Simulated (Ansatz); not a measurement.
An Ansatz (a first-principles code) input (LDA (Ansatz), no spin-orbit coupling):

Ansatz 0.2 input:
```yaml
crystal:
  lattice:
    - [3.0238596266, 0, 0]
    - [-1.5119298133, 2.6187392541, 0]
    - [0, 0, 3.1911291326]
  atoms:
    - { symbol: Ti, position: [0, 0, 0] }
    - { symbol: B, position: [0.6666666667, 0.3333333333, 0.5] }
    - { symbol: B, position: [0.3333333333, 0.6666666667, 0.5] }
basis: { ecutwfc: 420, ecutrho_ratio: 4, xc_grid: 2, fft_grid_basis: typed }
kpoints: { mp_grid: { grid: [13, 13, 10] } }
hamiltonian:
  xc: lda
  dispersion: none
  pseudopotentials: { kind: paw }
scf: { occupations: { method: fermi_dirac, width: 0.05 }, convergence: { dr2_threshold: 0.0000000003 } }
relax: { f_tol: 0.005, max_steps: 50 }
output: { forces: true, stress: true }
checkpoint: { write: state.ck, write_every: 1000 }
```

**Question.** Which symmetry and how many k-points will the program report, and about how many plane waves at Γ?

**Answer.** Space group P6/mmm (ITA 191) with 24 operations, k-points 126 of 1690, and 503 plane waves at Γ.

**Question.** And the final pressure?

**Answer.** -7.93 GPa (compression positive).

The mesh was chosen for an insulator and is coarse for the gapless case. The cells carry an imposed strain or load. Stability against distortions was not tested. All final runs are without spin polarisation. The cell was made from TiB$_{2}$ (space group P6/mmm, No. 191) by this change: isotropic strain +1.00 %.
